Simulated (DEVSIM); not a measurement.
abrupt Si n-p junction

Structure: abrupt Si n-p junction, at 300 K.

| layer (left to right) | material | thickness (μm) | Nd (cm⁻³) | Na (cm⁻³) | τn (s) | τp (s) |
|---|---|---|---|---|---|---|
| 1 | Si | 4.70 | 1.2e17 | - | 6.5e-5 | 6.5e-5 |
| 2 | Si | 0.380 | - | 5.6e14 | 6.5e-5 | 6.5e-5 |

Left contact: ohmic. Right contact: ohmic. Voltage is applied to the left contact. Recombination: SRH at mid-gap, radiative, Auger. Gap narrowing is on: ΔEg = 6.92 meV × (l + √(l² + 0.5)), l = ln(N/1.3e17 cm⁻³), shared equally by both band edges. Mobility is μmin + (μ − μmin)/(1 + (N/Nref)^α).

Constants are typed, rounded textbook-type inputs, not results; the design itself was drawn at random and stands for no fabricated device. Values at 300 K.

| parameter | Si |
|---|---|
| gap (eV) | 1.124 |
| affinity (eV) | 4.05 |
| permittivity | 11.7 |
| Nc (cm⁻³) | 2.86e19 |
| Nv (cm⁻³) | 3.1e19 |
| μn (cm²/Vs) | 1417 |
| μp (cm²/Vs) | 470 |
| μn,min | 52 |
| μp,min | 45 |
| Nref,n | 9.7e16 |
| Nref,p | 2.2e17 |
| αn | 0.68 |
| αp | 0.72 |
| B (cm³/s) | 4.7e-15 |
| Cn (cm⁶/s) | 2.8e-31 |
| Cp (cm⁶/s) | 9.9e-32 |

Simulated with DEVSIM: 1D drift-diffusion, Boltzmann statistics, complete ionisation; no tunnelling, impact ionisation, image-force lowering or self-heating.

- Potential step across the device at zero bias = 0.698 V
- Largest field in the device at zero bias = 24000 V/cm
- Dark forward voltage at 1 A/cm² = 0.393 V
- Dark forward voltage at 100 A/cm² = 0.548 V

Dark forward current:

```json
[
 {"V (V)": "-0.05", "J (A/cm²)": "-4.0e-6"},
 {"V (V)": "-0.10", "J (A/cm²)": "-2.9e-5"},
 {"V (V)": "-0.15", "J (A/cm²)": "-0.00018"},
 {"V (V)": "-0.20", "J (A/cm²)": "-0.0011"},
 {"V (V)": "-0.25", "J (A/cm²)": "-0.0068"},
 {"V (V)": "-0.30", "J (A/cm²)": "-0.040"},
 {"V (V)": "-0.35", "J (A/cm²)": "-0.23"},
 {"V (V)": "-0.40", "J (A/cm²)": "-1.3"},
 {"V (V)": "-0.45", "J (A/cm²)": "-6.5"},
 {"V (V)": "-0.50", "J (A/cm²)": "-29"},
 {"V (V)": "-0.55", "J (A/cm²)": "-110"},
 {"V (V)": "-0.60", "J (A/cm²)": "-290"},
 {"V (V)": "-0.65", "J (A/cm²)": "-650"},
 {"V (V)": "-0.70", "J (A/cm²)": "-1200"},
 {"V (V)": "-0.75", "J (A/cm²)": "-1900"},
 {"V (V)": "-0.80", "J (A/cm²)": "-2800"}
]
```

Small-signal capacitance in reverse bias (quasi-static):

```csv
V (V),C (nF/cm²)
0.1,26.9
0.25,26.6
0.5,26.2
0.75,25.9
1,25.7
1.5,25.2
2,24.8
2.5,24.5
3.25,23.9
4,23.4
5,22.8
```
